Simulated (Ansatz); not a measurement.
## PbSe, response to strain

The parent structure is PbSe in the rock salt structure (space group Fm-3m, No. 225; a = 6.178 Å). Axes: x, y, z lie along the cube axes.

Strains are applied to the cell and any free atomic positions relax; under biaxial strain the out-of-plane vector relaxes too.

The values are results of r2SCAN (Ansatz, a program for electronic structure), without spin-orbit coupling, not measurements.

| biaxial strain, plane normal [111], relaxed out of plane (%) | band gap (eV) |
|---|---|
| 0 | 0.67 |
| 0.42 | 0.62 |
| 0.83 | ? |
| 1.25 | 0.54 |
| 1.67 | 0.50 |
| 2.08 | 0.46 |
| 2.5 | 0.42 |

### Question
Fit E_g = E₀ + Dε (ε in %) to the rows shown and predict the withheld row.

### Answer
Least squares on the printed values gives E₀ = 0.67 eV, D = -98.9 meV per % of strain (largest residual 0.00 eV); this predicts 0.58 eV, and the run gives 0.58 eV, in agreement.

Spin-orbit coupling, missing from the scalar runs, can matter with Pb. Whether these cells are dynamically stable was not tested.
